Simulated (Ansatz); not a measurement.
Band structure of AlN (F-43m, 2 atoms in the cell).

```xyz
2
Lattice="0.0000 2.1938 2.1938 2.1938 0.0000 2.1938 2.1938 2.1938 0.0000" Properties=species:S:1:pos:R:3 pbc="T T T"
Al     0.0000     0.0000     0.0000
N      3.2907     3.2907     3.2907
```

Method: PBE (plane waves, PAW; Ansatz, an electronic-structure program).

Settings: basis.ecutwfc = 30.9 Ry; kpoints.mp_grid.grid = 9 9 9; hamiltonian.xc = pbe; hamiltonian.pseudopotentials = {kind: paw} (the program's default PAW files); scf.occupations.method = fermi_dirac; scf.occupations.width = 0.0037 Ry; kpoints.band_path.npoints = 8.

The starting cell comes from a database of computed structures (which also holds hypothetical and non-ambient phases and stackings), without a prior relaxation at this level. Its lattice was rescaled by a random factor within 2.5 % of one.

Question: Predict the gap along the standard path and the places of the band edges.

Answer: The gap along the path is 3.32 eV, from Γ to X; the smallest direct gap on it is 4.07 eV.

Levels in eV from the top of the valence band on the path, bands 1 to 7:
```tsv
point	1	2	3	4	5	6	7
Γ	-14.89	0.00	0.00	0.00	4.07	12.45	12.45
X	-12.26	-4.85	-1.75	-1.75	3.32	8.54	13.77
W	-12.21	-3.76	-3.38	-2.66	6.01	11.34	11.85
K	-12.28	-4.22	-3.58	-1.35	5.14	10.00	12.91
L	-12.89	-5.79	-0.48	-0.48	7.26	9.77	11.06
U	-12.28	-4.22	-3.58	-1.35	5.14	10.00	12.91
```

Keys are those of Ansatz 0.2.
